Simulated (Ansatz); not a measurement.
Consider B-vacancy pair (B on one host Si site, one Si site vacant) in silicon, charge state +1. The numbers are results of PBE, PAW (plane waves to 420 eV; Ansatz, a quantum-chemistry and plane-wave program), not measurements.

216-site cell at the relaxed PBE lattice, one k-point at (0.250, 0.250, 0.250), smearing 0.01 eV, spin-restricted, no finite-size correction. Static, classical nuclei. The charge state is imposed; whether it is stable for some Fermi level was not computed. Forms of the defect that were not tried may lie lower.

Barriers: single points on a 2×2×2 k-point mesh shifted by half a step at the bands' geometries (they differ from the bands' own by up to 0.10 eV, and are uncertain by about as much).

Relaxed starting cell (atoms counted from 1):

```yaml
crystal:
  lattice:
    - [16.41000, 0.00000, 0.00000]
    - [0.00000, 16.41000, 0.00000]
    - [0.00000, 0.00000, 16.41000]
  atoms:
    - { symbol: B, position: [0.99825, 0.99852, 0.16515] }
    - { symbol: Si, position: [0.00155, 0.00217, 0.49781] }
    - { symbol: Si, position: [0.99999, 0.00001, 0.83403] }
    - { symbol: Si, position: [0.00156, 0.33120, 0.16877] }
    - { symbol: Si, position: [0.99714, 0.33333, 0.49998] }
    - { symbol: Si, position: [0.99970, 0.33236, 0.83452] }
    - { symbol: Si, position: [0.99999, 0.66740, 0.16665] }
    - { symbol: Si, position: [0.99970, 0.66789, 0.49900] }
    - { symbol: Si, position: [0.00033, 0.66774, 0.83437] }
    - { symbol: Si, position: [0.33326, 0.99989, 0.16653] }
    - { symbol: Si, position: [0.33173, 0.00021, 0.49879] }
    - { symbol: Si, position: [0.33264, 0.99991, 0.83402] }
    - { symbol: Si, position: [0.33172, 0.33215, 0.16685] }
    - { symbol: Si, position: [0.33250, 0.33282, 0.49945] }
    - { symbol: Si, position: [0.33314, 0.33326, 0.83329] }
    - { symbol: Si, position: [0.33264, 0.66738, 0.16655] }
    - { symbol: Si, position: [0.33315, 0.66666, 0.49989] }
    - { symbol: Si, position: [0.33324, 0.66670, 0.83334] }
    - { symbol: Si, position: [0.66757, 0.99993, 0.16657] }
    - { symbol: Si, position: [0.66815, 0.00043, 0.49851] }
    - { symbol: Si, position: [0.66777, 0.00048, 0.83435] }
    - { symbol: Si, position: [0.66813, 0.33189, 0.16706] }
    - { symbol: Si, position: [0.66599, 0.33391, 0.50054] }
    - { symbol: Si, position: [0.66637, 0.33337, 0.83397] }
    - { symbol: Si, position: [0.66777, 0.66772, 0.16711] }
    - { symbol: Si, position: [0.66638, 0.66733, 0.50000] }
    - { symbol: Si, position: [0.66680, 0.66689, 0.83352] }
    - { symbol: Si, position: [0.08272, 0.24904, 0.08224] }
    - { symbol: Si, position: [0.07728, 0.24911, 0.41585] }
    - { symbol: Si, position: [0.08317, 0.24988, 0.75056] }
    - { symbol: Si, position: [0.08317, 0.58374, 0.08361] }
    - { symbol: Si, position: [0.08317, 0.58392, 0.41652] }
    - { symbol: Si, position: [0.08314, 0.58377, 0.75040] }
    - { symbol: Si, position: [0.07572, 0.92500, 0.09164] }
    - { symbol: Si, position: [0.08271, 0.91562, 0.41568] }
    - { symbol: Si, position: [0.08318, 0.91696, 0.75039] }
    - { symbol: Si, position: [0.41638, 0.24976, 0.08374] }
    - { symbol: Si, position: [0.41637, 0.24978, 0.41641] }
    - { symbol: Si, position: [0.41602, 0.24987, 0.74959] }
    - { symbol: Si, position: [0.41644, 0.58351, 0.08343] }
    - { symbol: Si, position: [0.41601, 0.58295, 0.41651] }
    - { symbol: Si, position: [0.41654, 0.58338, 0.75001] }
    - { symbol: Si, position: [0.41696, 0.91659, 0.08323] }
    - { symbol: Si, position: [0.41638, 0.91709, 0.41640] }
    - { symbol: Si, position: [0.41645, 0.91680, 0.75014] }
    - { symbol: Si, position: [0.75374, 0.24825, 0.08568] }
    - { symbol: Si, position: [0.74897, 0.25058, 0.41723] }
    - { symbol: Si, position: [0.74979, 0.25003, 0.75083] }
    - { symbol: Si, position: [0.75026, 0.58358, 0.08363] }
    - { symbol: Si, position: [0.74980, 0.58419, 0.41666] }
    - { symbol: Si, position: [0.75002, 0.58359, 0.75021] }
    - { symbol: Si, position: [0.75109, 0.91671, 0.08334] }
    - { symbol: Si, position: [0.75380, 0.91910, 0.41486] }
    - { symbol: Si, position: [0.75027, 0.91700, 0.75021] }
    - { symbol: Si, position: [0.99906, 0.16306, 0.00258] }
    - { symbol: Si, position: [0.99977, 0.16677, 0.66717] }
    - { symbol: Si, position: [0.00042, 0.49936, 0.00095] }
    - { symbol: Si, position: [0.99976, 0.50054, 0.33341] }
    - { symbol: Si, position: [0.99939, 0.50013, 0.66676] }
    - { symbol: Si, position: [0.00024, 0.83620, 0.00284] }
    - { symbol: Si, position: [0.99906, 0.83596, 0.32969] }
    - { symbol: Si, position: [0.00043, 0.83432, 0.66598] }
    - { symbol: Si, position: [0.33339, 0.16685, 0.99985] }
    - { symbol: Si, position: [0.33318, 0.16623, 0.33287] }
    - { symbol: Si, position: [0.33213, 0.16640, 0.66560] }
    - { symbol: Si, position: [0.33322, 0.49987, 0.00010] }
    - { symbol: Si, position: [0.33212, 0.49896, 0.33304] }
    - { symbol: Si, position: [0.33299, 0.49994, 0.66658] }
    - { symbol: Si, position: [0.33306, 0.83343, 0.00007] }
    - { symbol: Si, position: [0.33339, 0.83321, 0.33348] }
    - { symbol: Si, position: [0.33323, 0.83346, 0.66651] }
    - { symbol: Si, position: [0.66824, 0.16644, 0.00138] }
    - { symbol: Si, position: [0.66699, 0.16663, 0.33326] }
    - { symbol: Si, position: [0.66699, 0.16719, 0.66641] }
    - { symbol: Si, position: [0.66686, 0.49997, 0.00052] }
    - { symbol: Si, position: [0.66697, 0.49979, 0.33382] }
    - { symbol: Si, position: [0.66634, 0.50033, 0.66696] }
    - { symbol: Si, position: [0.66712, 0.83362, 0.00025] }
    - { symbol: Si, position: [0.66827, 0.83478, 0.33308] }
    - { symbol: Si, position: [0.66686, 0.83389, 0.66660] }
    - { symbol: Si, position: [0.08405, 0.06044, 0.22707] }
    - { symbol: Si, position: [0.08316, 0.08315, 0.58419] }
    - { symbol: Si, position: [0.08353, 0.08341, 0.91719] }
    - { symbol: Si, position: [0.08314, 0.41753, 0.24982] }
    - { symbol: Si, position: [0.08329, 0.41659, 0.58322] }
    - { symbol: Si, position: [0.08321, 0.41644, 0.91687] }
    - { symbol: Si, position: [0.08353, 0.75056, 0.25005] }
    - { symbol: Si, position: [0.08321, 0.75024, 0.58307] }
    - { symbol: Si, position: [0.08317, 0.75194, 0.91859] }
    - { symbol: Si, position: [0.41678, 0.08312, 0.24976] }
    - { symbol: Si, position: [0.41583, 0.08334, 0.58249] }
    - { symbol: Si, position: [0.41687, 0.08301, 0.91672] }
    - { symbol: Si, position: [0.41582, 0.41585, 0.24998] }
    - { symbol: Si, position: [0.41608, 0.41657, 0.58320] }
    - { symbol: Si, position: [0.41668, 0.41657, 0.91679] }
    - { symbol: Si, position: [0.41686, 0.75008, 0.24964] }
    - { symbol: Si, position: [0.41669, 0.75016, 0.58321] }
    - { symbol: Si, position: [0.41664, 0.75012, 0.91675] }
    - { symbol: Si, position: [0.75091, 0.08359, 0.25023] }
    - { symbol: Si, position: [0.75058, 0.08314, 0.58293] }
    - { symbol: Si, position: [0.75196, 0.08313, 0.91877] }
    - { symbol: Si, position: [0.75055, 0.41632, 0.24976] }
    - { symbol: Si, position: [0.74965, 0.41711, 0.58374] }
    - { symbol: Si, position: [0.75015, 0.41647, 0.91738] }
    - { symbol: Si, position: [0.75196, 0.75215, 0.24976] }
    - { symbol: Si, position: [0.75016, 0.75075, 0.58309] }
    - { symbol: Si, position: [0.75014, 0.75019, 0.91682] }
    - { symbol: Si, position: [0.16365, 0.99892, 0.00221] }
    - { symbol: Si, position: [0.16367, 0.99932, 0.33099] }
    - { symbol: Si, position: [0.16688, 0.99977, 0.66707] }
    - { symbol: Si, position: [0.16656, 0.33320, 0.00005] }
    - { symbol: Si, position: [0.16308, 0.33046, 0.33186] }
    - { symbol: Si, position: [0.16593, 0.33289, 0.66643] }
    - { symbol: Si, position: [0.16652, 0.66691, 0.99997] }
    - { symbol: Si, position: [0.16657, 0.66691, 0.33309] }
    - { symbol: Si, position: [0.16636, 0.66668, 0.66654] }
    - { symbol: Si, position: [0.50047, 0.00010, 0.00010] }
    - { symbol: Si, position: [0.50016, 0.99999, 0.33314] }
    - { symbol: Si, position: [0.49993, 0.00030, 0.66626] }
    - { symbol: Si, position: [0.49994, 0.33315, 0.00045] }
    - { symbol: Si, position: [0.49982, 0.33317, 0.33320] }
    - { symbol: Si, position: [0.49950, 0.33335, 0.66671] }
    - { symbol: Si, position: [0.50008, 0.66676, 0.00022] }
    - { symbol: Si, position: [0.50016, 0.66669, 0.33353] }
    - { symbol: Si, position: [0.49989, 0.66688, 0.66671] }
    - { symbol: Si, position: [0.83632, 0.00090, 0.00320] }
    - { symbol: Si, position: [0.83990, 0.00220, 0.32874] }
    - { symbol: Si, position: [0.83386, 0.00059, 0.66663] }
    - { symbol: Si, position: [0.83390, 0.33241, 0.00071] }
    - { symbol: Si, position: [0.83410, 0.33282, 0.33505] }
    - { symbol: Si, position: [0.83251, 0.33401, 0.66778] }
    - { symbol: Si, position: [0.83363, 0.66713, 0.00048] }
    - { symbol: Si, position: [0.83328, 0.66734, 0.33322] }
    - { symbol: Si, position: [0.83341, 0.66726, 0.66673] }
    - { symbol: Si, position: [0.24791, 0.24734, 0.24994] }
    - { symbol: Si, position: [0.24797, 0.24994, 0.58162] }
    - { symbol: Si, position: [0.24990, 0.24996, 0.91666] }
    - { symbol: Si, position: [0.24992, 0.58353, 0.25004] }
    - { symbol: Si, position: [0.24975, 0.58322, 0.58320] }
    - { symbol: Si, position: [0.24982, 0.58335, 0.91671] }
    - { symbol: Si, position: [0.24986, 0.91561, 0.24860] }
    - { symbol: Si, position: [0.24968, 0.91677, 0.58310] }
    - { symbol: Si, position: [0.24859, 0.91677, 0.91794] }
    - { symbol: Si, position: [0.58343, 0.24978, 0.25016] }
    - { symbol: Si, position: [0.58288, 0.25008, 0.58347] }
    - { symbol: Si, position: [0.58392, 0.24975, 0.91779] }
    - { symbol: Si, position: [0.58394, 0.58354, 0.24982] }
    - { symbol: Si, position: [0.58307, 0.58362, 0.58333] }
    - { symbol: Si, position: [0.58340, 0.58338, 0.91686] }
    - { symbol: Si, position: [0.58397, 0.91707, 0.24995] }
    - { symbol: Si, position: [0.58399, 0.91712, 0.58265] }
    - { symbol: Si, position: [0.58378, 0.91671, 0.91675] }
    - { symbol: Si, position: [0.91848, 0.24928, 0.25410] }
    - { symbol: Si, position: [0.91577, 0.25053, 0.58503] }
    - { symbol: Si, position: [0.91704, 0.24809, 0.91845] }
    - { symbol: Si, position: [0.91683, 0.58407, 0.25009] }
    - { symbol: Si, position: [0.91669, 0.58431, 0.58312] }
    - { symbol: Si, position: [0.91653, 0.58341, 0.91746] }
    - { symbol: Si, position: [0.92671, 0.92525, 0.24028] }
    - { symbol: Si, position: [0.91636, 0.91808, 0.58208] }
    - { symbol: Si, position: [0.91662, 0.91701, 0.91769] }
    - { symbol: Si, position: [0.16367, 0.16437, 0.16595] }
    - { symbol: Si, position: [0.16313, 0.16520, 0.49717] }
    - { symbol: Si, position: [0.16657, 0.16646, 0.83354] }
    - { symbol: Si, position: [0.16687, 0.50041, 0.16642] }
    - { symbol: Si, position: [0.16593, 0.49979, 0.49952] }
    - { symbol: Si, position: [0.16636, 0.49991, 0.83332] }
    - { symbol: Si, position: [0.16365, 0.83558, 0.16556] }
    - { symbol: Si, position: [0.16655, 0.83342, 0.49983] }
    - { symbol: Si, position: [0.16652, 0.83333, 0.83355] }
    - { symbol: Si, position: [0.50015, 0.16651, 0.16663] }
    - { symbol: Si, position: [0.49982, 0.16657, 0.49980] }
    - { symbol: Si, position: [0.50016, 0.16690, 0.83331] }
    - { symbol: Si, position: [0.49992, 0.49963, 0.16693] }
    - { symbol: Si, position: [0.49950, 0.50009, 0.49999] }
    - { symbol: Si, position: [0.49989, 0.50008, 0.83352] }
    - { symbol: Si, position: [0.50047, 0.83346, 0.16673] }
    - { symbol: Si, position: [0.49995, 0.83382, 0.49979] }
    - { symbol: Si, position: [0.50008, 0.83359, 0.83339] }
    - { symbol: Si, position: [0.83980, 0.16208, 0.16874] }
    - { symbol: Si, position: [0.83414, 0.16840, 0.49943] }
    - { symbol: Si, position: [0.83328, 0.16659, 0.83396] }
    - { symbol: Si, position: [0.83386, 0.50000, 0.16722] }
    - { symbol: Si, position: [0.83251, 0.50113, 0.50063] }
    - { symbol: Si, position: [0.83341, 0.50011, 0.83389] }
    - { symbol: Si, position: [0.83632, 0.83658, 0.16754] }
    - { symbol: Si, position: [0.83391, 0.83409, 0.49904] }
    - { symbol: Si, position: [0.83363, 0.83384, 0.83375] }
    - { symbol: Si, position: [0.24985, 0.08196, 0.08224] }
    - { symbol: Si, position: [0.24792, 0.08330, 0.41398] }
    - { symbol: Si, position: [0.24992, 0.08340, 0.75017] }
    - { symbol: Si, position: [0.24968, 0.41646, 0.08342] }
    - { symbol: Si, position: [0.24794, 0.41495, 0.41657] }
    - { symbol: Si, position: [0.24975, 0.41656, 0.74986] }
    - { symbol: Si, position: [0.24859, 0.75131, 0.08341] }
    - { symbol: Si, position: [0.24990, 0.75003, 0.41660] }
    - { symbol: Si, position: [0.24982, 0.75007, 0.74998] }
    - { symbol: Si, position: [0.58397, 0.08331, 0.08371] }
    - { symbol: Si, position: [0.58343, 0.08352, 0.41642] }
    - { symbol: Si, position: [0.58395, 0.08320, 0.75017] }
    - { symbol: Si, position: [0.58398, 0.41602, 0.08375] }
    - { symbol: Si, position: [0.58287, 0.41685, 0.41672] }
    - { symbol: Si, position: [0.58307, 0.41670, 0.75025] }
    - { symbol: Si, position: [0.58377, 0.75012, 0.08334] }
    - { symbol: Si, position: [0.58394, 0.75117, 0.41638] }
    - { symbol: Si, position: [0.58340, 0.75023, 0.75001] }
    - { symbol: Si, position: [0.92671, 0.07364, 0.09185] }
    - { symbol: Si, position: [0.91874, 0.08772, 0.41576] }
    - { symbol: Si, position: [0.91683, 0.08345, 0.75070] }
    - { symbol: Si, position: [0.91635, 0.41547, 0.08469] }
    - { symbol: Si, position: [0.91580, 0.41838, 0.41716] }
    - { symbol: Si, position: [0.91668, 0.41650, 0.75095] }
    - { symbol: Si, position: [0.91662, 0.75106, 0.08366] }
    - { symbol: Si, position: [0.91704, 0.75183, 0.41472] }
    - { symbol: Si, position: [0.91654, 0.75083, 0.75002] }
```
Cell charge +1.

End state 1 differs by these moves (Å; atoms that move under 0.08 Å are left out):

```tsv
atom	element	Δx	Δy	Δz
5	Si	0.12	-0.02	-0.02
29	Si	-1.43	-1.58	-1.59
81	Si	-0.14	0.17	0.17
112	Si	0.02	0.01	0.09
153	Si	-0.04	0.04	-0.08
154	Si	0.06	-0.02	-0.06
163	Si	0.02	0.09	0.01
208	Si	-0.04	-0.08	0.04
211	Si	0.06	-0.06	-0.02
```

Task: What is the computed forward and backward barriers to end state 1 (PBE, PAW)?

Result: forward 0.78 eV, backward 0.52 eV; at the saddle point atom 29 has neighbours 2 Si at 2.53, Si at 2.86, Si at 2.95, Si at 3.07, Si at 3.10 Å. The program found a first-order saddle point.
